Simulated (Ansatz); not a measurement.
Consider a 24-atom supercell of Mg₂Ge in the anti-fluorite structure (space group Fm-3m, No. 225) at its relaxed geometry.

```yaml
crystal:
  lattice:
    - [0.00000, 6.36443, 6.36443]
    - [6.36443, 0.00000, 6.36443]
    - [6.36443, 6.36443, 0.00000]
  atoms:
    - { symbol: Ge, position: [0.00000, 0.00000, 0.00000] }
    - { symbol: Ge, position: [0.00000, 0.00000, 0.50000] }
    - { symbol: Ge, position: [0.00000, 0.50000, 0.00000] }
    - { symbol: Ge, position: [0.00000, 0.50000, 0.50000] }
    - { symbol: Ge, position: [0.50000, 0.00000, 0.00000] }
    - { symbol: Ge, position: [0.50000, 0.00000, 0.50000] }
    - { symbol: Ge, position: [0.50000, 0.50000, 0.00000] }
    - { symbol: Ge, position: [0.50000, 0.50000, 0.50000] }
    - { symbol: Mg, position: [0.12500, 0.12500, 0.12500] }
    - { symbol: Mg, position: [0.12500, 0.12500, 0.62500] }
    - { symbol: Mg, position: [0.12500, 0.62500, 0.12500] }
    - { symbol: Mg, position: [0.12500, 0.62500, 0.62500] }
    - { symbol: Mg, position: [0.62500, 0.12500, 0.12500] }
    - { symbol: Mg, position: [0.62500, 0.12500, 0.62500] }
    - { symbol: Mg, position: [0.62500, 0.62500, 0.12500] }
    - { symbol: Mg, position: [0.62500, 0.62500, 0.62500] }
    - { symbol: Mg, position: [0.37500, 0.37500, 0.37500] }
    - { symbol: Mg, position: [0.37500, 0.37500, 0.87500] }
    - { symbol: Mg, position: [0.37500, 0.87500, 0.37500] }
    - { symbol: Mg, position: [0.37500, 0.87500, 0.87500] }
    - { symbol: Mg, position: [0.87500, 0.37500, 0.37500] }
    - { symbol: Mg, position: [0.87500, 0.37500, 0.87500] }
    - { symbol: Mg, position: [0.87500, 0.87500, 0.37500] }
    - { symbol: Mg, position: [0.87500, 0.87500, 0.87500] }
```

Level of theory: PBEsol, PAW, 420 eV (Ansatz, an electronic-structure program; without spin-orbit coupling).

One neutral defect a cell, atoms relaxed at fixed cell.

One change was made to it. Results:

| quantity | base | after |
|---|---|---|
| gap of the supercell | 0.08 eV | zero |
| pressure | 0.0 GPa | -0.3 GPa |
| largest displacement of a host atom from its site in the perfect cell | – | 0.12 Å |

Question: What was done to the base?
A. Li interstitial (started 2.76 Å from the nearest host atom), symmetric start
B. Mg vacancy
C. Mg interstitial (started 2.76 Å from the nearest host atom), symmetric start

Answer: B, Mg vacancy. For comparison, the pressure in the other runs: Li interstitial (started 2.76 Å from the nearest host atom), symmetric start gives 0.5 GPa; Mg interstitial (started 2.76 Å from the nearest host atom), symmetric start gives 1.4 GPa.

The cell is small, so the values are those of an ordered compound at a high defect concentration; dilute-limit values will differ. Defects with a symmetric start kept the site's symmetry and may sit on a saddle; the others started slightly shaken. The final runs are not spin-polarised. The zero or small gap of Mg2Ge can change with the level of theory.
